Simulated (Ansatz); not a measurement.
C11b WSi2, treated with revPBE in Ansatz (plane waves, PAW).

The run printed, among other lines:

```
Relaxation: its limit of steps is 80 (relax.max_steps)
Crystal: 3 atoms, lattice volume = 42.217 Å³
Basis set: ecut = 520 eV, 1107 PW (Γ), exchange–correlation on 72×72×72 points (8 copies of the dense FFT grid, shifted against one another)
Bands: 15, of which v1, the nominal top of the filled ones, is band 11 counted from 1 (10 counted from 0)
Symmetry: 16 space group operations
Space group: I4/mmm (ITA 139), of the structure as read, at distance tolerance 3.5e-5 Å
k-points: 1063 of 13824
Functional: x = revpbe(κ = 1.245, μ = 0.2195149727645171), c = pbe(β = 0.06672455060314922)
SCF iter   1: F=—  HF=-11670.890399 eV  |F-HF|=—  |Δ(HF+E_count)|=         —  Δρ=3.93e-3  dr2=4.24e-3
SCF iter   2: F=—  HF=-11670.890476 eV  |F-HF|=—  |Δ(HF+E_count)|=   7.71e-5  Δρ=2.21e-3  dr2=1.25e-3
  ...
SCF 1 converged in 6 iterations: F = -11670.890498 eV  dr2 = 1.01e-9
Crystal: 3 atoms, lattice volume = 42.217 Å³
Initial density: handed on by an earlier stage of this run
SCF 2 converged in 4 iterations: F = -11670.890681 eV  dr2 = 1.62e-8
Crystal: 3 atoms, lattice volume = 42.217 Å³
SCF 3 converged in 3 iterations: F = -11670.890704 eV  dr2 = 2.85e-8
Crystal: 3 atoms, lattice volume = 42.217 Å³
SCF iter   4: F=—  HF=-11670.890703 eV  |F-HF|=—  |Δ(HF+E_count)|=  1.35e-10  Δρ=1.54e-7  dr2=6.54e-12
SCF iter   5: F=-11670.890703 eV  HF=-11670.890703 eV  |F-HF|=5.46e-12  |Δ(HF+E_count)|=  5.46e-12  Δρ=1.96e-8  dr2=1.45e-13
SCF 4 converged in 5 iterations: F = -11670.890703 eV  dr2 = 1.45e-13
SCF converged after 5 iterations
Free energy (F): -11670.890703 eV
Internal energy: -11670.888462 eV  (E = F + TS)
E sigma→0 (E₀):  -11670.889583 eV
Fermi energy:    15.999196 eV
--- Forces (eV/Å), atoms counted from 1 ---
  atom   1  Si    -0.00000000     0.00000000    -0.00111588
  atom   2  Si     0.00000000     0.00000000     0.00111588
  atom   3  W      0.00000000    -0.00000000    -0.00000000
--- Stress (GPa, compression-positive) ---
       -4.025810       0.000000       0.000000
        0.000000      -4.025810       0.000000
        0.000000       0.000000      -4.011195
  P = ⅓ Tr σ = -4.0209 GPa (-40.209 kbar)
```

Q: Write an input file that could have produced this run (the log leaves some choices open).

A: This is not unique; one that fits is 
Ansatz 0.2 input:
```yaml
crystal:
  lattice:
    - [-1.6303131875, 1.6303131875, 3.9708276688]
    - [1.6303131875, -1.6303131875, 3.9708276688]
    - [1.6303131875, 1.6303131875, -3.9708276688]
  atoms:
    - { symbol: Si, position: [0.6654711582, 0.6654711582, 0.0] }
    - { symbol: Si, position: [0.3345288418, 0.3345288418, 0.0] }
    - { symbol: W, position: [0.0, 0.0, 0.0] }
basis:
  ecutwfc: 520
  ecutrho_ratio: 4
  xc_grid: 2
kpoints:
  mp_grid: { grid: [24, 24, 24] }
hamiltonian:
  xc: revpbe
  dispersion: none
  pseudopotentials: { kind: paw }
scf:
  occupations: { method: fermi_dirac, width: 0.05 }
output:
  forces: true
  stress: true
  eigenvalues: true
relax:
  f_tol: 0.004
  escape_saddle: false
  max_steps: 80
  cell: { stress_tol: 0.02, fix: [volume] }
```

The cell is one volume of an energy–volume scan, off the minimum.

The PAW data were made under PBE.

Cost on a shared machine: roughly 3 core-minutes.

Ansatz is an electronic-structure program.
